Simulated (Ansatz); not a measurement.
Take InAs in the zinc blende structure (space group F-43m, No. 216; a = 6.187 Å) as the base.

Computed with Ansatz (a quantum-chemistry and plane-wave program), PBE, PAW, cutoff 420 eV, without spin-orbit coupling, earlier PAW set.

Before the change:

```
Quantity              Result
-------------------  -------
Lattice parameter a  6.187 Å
```

The change: cell and atoms relaxed at a pressure of 7.5 GPa.

Q: What happens to the lattice parameter a?

A: The lattice parameter a shrinks by 0.2365 Å (6.187 Å → 5.950 Å).

Load acts through the strain it causes; cell and atoms are relaxed under it. Stability against distortions was not tested. The final runs are not spin-polarised. Measured, InAs leaves this structure (for rock salt) near 7 GPa (temperature not stated; as listed in Datta, Sujoy, Jana, Debnarayan, arXiv (2020)).
